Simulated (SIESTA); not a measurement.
Worked example: self-consistent single point of La₃BeInS₇ (P6_3, 24 atoms in the cell) in SIESTA

Method: GGA PBEsol, numerical atomic orbitals DZP, PseudoDojo PBEsol standard norm-conserving potentials (rewritten from UPF to PSML) in SIESTA.

Input as run:

```
# files in the folder: La.psml Be.psml In.psml S.psml (PseudoDojo PBEsol standard)
SystemName  La3BeInS7
SystemLabel La3BeInS7

NumberOfAtoms                24
NumberOfSpecies              4
%block ChemicalSpeciesLabel
  1 57 La
  2 4 Be
  3 49 In
  4 16 S
%endblock ChemicalSpeciesLabel
LatticeConstant              10.130533 Ang
%block LatticeVectors
     1.000000000    0.000000000    0.000000000
    -0.499999951    0.866025411    0.000000000
     0.000000000    0.000000000    0.600574126
%endblock LatticeVectors
AtomicCoordinatesFormat      ScaledCartesian
%block AtomicCoordinatesAndAtomicSpecies
    -0.060184981    0.340668416    0.149464883  1
     0.674880007    0.118212469    0.449751946  1
     0.235065037    0.643569463    0.149464883  1
     0.560185030    0.525356995    0.449751946  1
    -0.174879957    0.747812942    0.149464883  1
     0.264935013    0.222455947    0.449751946  1
    -0.000000467    0.577350562    0.397189698  2
     0.500000516    0.288674848    0.096902635  2
     0.000000000    0.000000000    0.008894503  3
     0.000000000    0.000000000    0.309181566  3
    -0.037469988    0.206287253    0.462520151  4
     0.802615004    0.070693654    0.162233089  4
     0.340085042    0.730431812    0.462520151  4
     0.537470038    0.659738158    0.162233089  4
    -0.302614955    0.795331756    0.462520151  4
     0.159915008    0.135593599    0.162233089  4
     0.145175026    0.450376515    0.318046040  4
     0.682550020    0.350913496    0.017758977  4
     0.037375044    0.766562392    0.318046040  4
     0.354825024    0.415648896    0.017758977  4
    -0.182549971    0.515111914    0.318046040  4
     0.462625006    0.099463018    0.017758977  4
    -0.000000467    0.577350562    0.006065799  4
     0.500000516    0.288674848    0.306352862  4
%endblock AtomicCoordinatesAndAtomicSpecies

XC.functional                GGA
XC.authors                   PBEsol
PAO.BasisSize                DZP
PAO.EnergyShift              0.01 Ry
PAO.Polarization.NonPerturbative true
MeshCutoff                   400 Ry
%block kgrid.MonkhorstPack
    4   0   0  0.0
    0   4   0  0.0
    0   0   5  0.0
%endblock kgrid.MonkhorstPack
OccupationFunction           MP
OccupationMPOrder            0
ElectronicTemperature        0.01 eV

MaxSCFIterations             150
SCF.Mixer.Method             Pulay
SCF.Mixer.Weight             0.1
SCF.Mixer.History            6
SCF.DM.Tolerance             1.0E-04
Diag.ParallelOverK           true
WriteForces                  true
Charge.Mulliken              end
```

Output (repeated stretches shortened):

```
reinit: Reading from file input.fdf

reinit: System Name: La3BeInS7
reinit: System Label: La3BeInS7

coor:   Atomic-coordinates input format  =     Cartesian coordinates
coor:                                          (in units of alat)

siesta: Atomic coordinates (Bohr) and species
siesta:     -1.15218   6.52173   2.86135  1        1
siesta:     12.91986   2.26305   8.61002  1        2
siesta:      4.50007  12.32045   2.86135  1        3
siesta:     10.72414  10.05740   8.61002  1        4
siesta:     -3.34789  14.31608   2.86135  1        5
siesta:      5.07190   4.25868   8.61002  1        6
siesta:     -0.00001  11.05276   7.60377  2        7
siesta:      9.57198   5.52637   1.85510  2        8
siesta:      0.00000   0.00000   0.17028  3        9
siesta:      0.00000   0.00000   5.91895  3       10
siesta:     -0.71732   3.94915   8.85445  4       11
siesta:     15.36521   1.35335   3.10578  4       12
siesta:      6.51057  13.98334   8.85445  4       13
siesta:     10.28929  12.62998   3.10578  4       14
siesta:     -5.79324  15.22578   8.85445  4       15
siesta:      3.06140   2.59579   3.10578  4       16
siesta:      2.77922   8.62198   6.08865  4       17
siesta:     13.06669   6.71786   0.33998  4       18
siesta:      0.71551  14.67502   6.08865  4       19
siesta:      6.79275   7.95715   0.33998  4       20
siesta:     -3.49472   9.86127   6.08865  4       21
siesta:      8.85646   1.90411   0.33998  4       22
siesta:     -0.00001  11.05276   0.11612  4       23
siesta:      9.57198   5.52637   5.86480  4       24

siesta: System type = bulk

initatomlists: Number of atoms, orbitals, and projectors:     24   344   496

siesta: ******************** Simulation parameters ****************************
redata: Spin configuration                          = none
redata: Time-Reversal Symmetry                      = T
redata: Number of Atomic Species                    =        4
   [... lines left out ...]
diag: Used triangular part                          = Lower
diag: Absolute tolerance                            =  0.100E-15
diag: Orthogonalization factor                      =  0.100E-05
diag: Memory factor                                 =  1.0000

superc: Internal auxiliary supercell:     3 x     3 x     5  =      45
superc: Number of atoms, orbitals, and projectors:   1080  15480  22320

                        Single-point calculation

superc: Internal auxiliary supercell:     3 x     3 x     5  =      45
superc: Number of atoms, orbitals, and projectors:   1080  15480  22320

outcell: Unit cell vectors (Ang):
       10.130533    0.000000    0.000000
       -5.065266    8.773299    0.000000
        0.000000    0.000000    6.084136

outcell: Cell vector modules (Ang)   :   10.130533   10.130533    6.084136
outcell: Cell angles (23,13,12) (deg):     90.0000     90.0000    120.0000
outcell: Cell volume (Ang**3)        :    540.7470
new_DM -- step:     1
Initializing Density Matrix...

Attempting to read DM from file... Failed...
DM filled with atomic data:

InitMesh: MESH = 108 x 108 x 80 = 933120
InitMesh: Mesh cutoff (required, used) =   400.000   418.816 Ry

stepf: Methfessel-Paxton step function
       Using Hermite-Gauss polynomials of order  0
        iscf     Eharris(eV)        E_KS(eV)     FreeEng(eV)     dDmax    Ef(eV) dHmax(eV)
   scf:    1   -14265.654904   -14303.584122   -14303.584122  1.583020 -4.551443 14.272260
   scf:    2   -14318.429379   -14311.604933   -14311.604933  0.080165 -4.234825 10.138722
   scf:    3   -14320.908598   -14318.099667   -14318.099667  0.129177 -5.362706  2.660994
   scf:    4   -14319.014067   -14318.678777   -14318.678777  0.042679 -5.054667  1.534803
   scf:    5   -14318.761759   -14318.762708   -14318.762708  0.020775 -4.949362  0.393615
   scf:    6   -14318.862541   -14318.825992   -14318.825992  0.021420 -4.954540  0.063752
   scf:    7   -14318.826598   -14318.826300   -14318.826300  0.000229 -4.952724  0.057656
   scf:    8   -14318.828422   -14318.827575   -14318.827575  0.002246 -4.935079  0.006669
   scf:    9   -14318.827771   -14318.827685   -14318.827685  0.001039 -4.931110  0.003781
   scf:   10   -14318.827688   -14318.827687   -14318.827687  0.000082 -4.930449  0.003681
   scf:   11   -14318.827692   -14318.827690   -14318.827690  0.000175 -4.928601  0.002252
   scf:   12   -14318.827690   -14318.827690   -14318.827690  0.000017 -4.928428  0.001903
   scf:   13   -14318.827691   -14318.827691   -14318.827691  0.000054 -4.927826  0.000479
SCF Convergence by DM+H criterion
max |DM_out - DM_in|         :     0.0000541723
max |H_out - H_in|      (eV) :     0.0004787890
SCF cycle converged after 13 iterations

Using DM_out to compute the final energy and forces

siesta: E_KS(eV) =           -14318.8277

siesta: E_KS - E_eggbox =    -14318.8277

siesta: Atomic forces (eV/Ang):
     1    0.204468   -0.435979   -0.150527
     2    0.479818   -0.040932   -0.150509
     3    0.275341    0.395035   -0.150531
   [... 21 lines left out ...]
   Tot   -0.000000    0.000000   -0.014513
   Max    0.479818
   Res    0.197825    sqrt( Sum f_i^2 / 3N )
   Max    0.479818    constrained

Stress tensor Voigt[x,y,z,yz,xz,xy] (kbar):      -10.53      -10.48       -7.36        0.00        0.00        0.04
(Free)E + p*V (eV/cell)   -14315.6363
Target enthalpy (eV/cell)   -14318.8277

siesta: Program's energy decomposition (eV):
siesta: Ebs     =     -3228.334547
siesta: Eions   =     21036.409497
siesta: Ena     =      4924.722248
siesta: Ekin    =      5532.383286
siesta: Enl     =       -93.810015
siesta: Eso     =         0.000000
siesta: Edftu   =         0.000000
siesta: DEna    =       123.662159
siesta: DUscf   =         5.796985
siesta: DUext   =         0.000000
siesta: Ex      =     -3449.753633
siesta: Ec      =      -325.419223
siesta: Exc     =     -3775.172856
siesta: Eharris =    -14318.827691
siesta: Etot    =    -14318.827691
siesta: FreeEng =    -14318.827691

siesta: Atomic forces (eV/Ang):
siesta:      1    0.204468   -0.435979   -0.150527
siesta:      2    0.479818   -0.040932   -0.150509
siesta:      3    0.275341    0.395035   -0.150531
siesta:      4   -0.204468    0.435979   -0.150527
siesta:      5   -0.479818    0.040932   -0.150509
siesta:      6   -0.275341   -0.395035   -0.150531
siesta:      7    0.000125   -0.000108    0.076107
siesta:      8   -0.000125    0.000109    0.076106
siesta:      9    0.000009    0.000002    0.012279
siesta:     10   -0.000009   -0.000002    0.012279
siesta:     11   -0.043406    0.362775    0.001727
siesta:     12   -0.335857    0.143799    0.001731
siesta:     13   -0.292504   -0.218988    0.001720
   [... lines left out ...]
siesta: Cell volume =        540.747027 Ang**3
siesta:           9.45588298         12.60926684  kBar
   [... lines left out ...]

              0.149   0.189

Species: S
Atom  Qatom  Qorb
               3s      3s      3py     3pz     3px     3py     3pz     3px
               3dxy    3dyz    3dz2    3dxz    3dx2-y2
  11  6.231   1.483   0.172   1.488   1.381   1.563  -0.040   0.036  -0.017
              0.032   0.045   0.027   0.024   0.036
  12  6.231   1.483   0.172   1.558   1.381   1.493  -0.021   0.036  -0.035
   [... 25 lines left out ...]

mulliken: Qtot =      184.000

Mulliken Atomic Populations:
Atom #   charge [q] valence [e]  Species
     1     0.685110   10.314890  La
     2     0.685112   10.314888  La
     3     0.685106   10.314894  La
     4     0.685110   10.314890  La
     5     0.685112   10.314888  La
     6     0.685106   10.314894  La
     7    -0.154518    4.154518  Be
     8    -0.154518    4.154518  Be
     9    -0.028268   13.028268  In
    10    -0.028268   13.028268  In
    11    -0.230520    6.230520  S
    12    -0.230518    6.230518  S
    13    -0.230521    6.230521  S
    14    -0.230520    6.230520  S
    15    -0.230518    6.230518  S
    16    -0.230521    6.230521  S
    17    -0.299495    6.299495  S
    18    -0.299484    6.299484  S
    19    -0.299480    6.299480  S
    20    -0.299495    6.299495  S
    21    -0.299484    6.299484  S
    22    -0.299480    6.299480  S
    23    -0.282524    6.282524  S
    24    -0.282524    6.282524  S
 Total     0.000000
```

The run converged in 13 iterations.

The starting cell comes from a database of computed structures (which also holds hypothetical and non-ambient phases and stackings), without a prior relaxation at this level. Its lattice was rescaled by a random factor within 2.5 % of one. Values carry the incompleteness of an atom-centred basis.

Cost on one core of a shared machine: roughly 8 min.
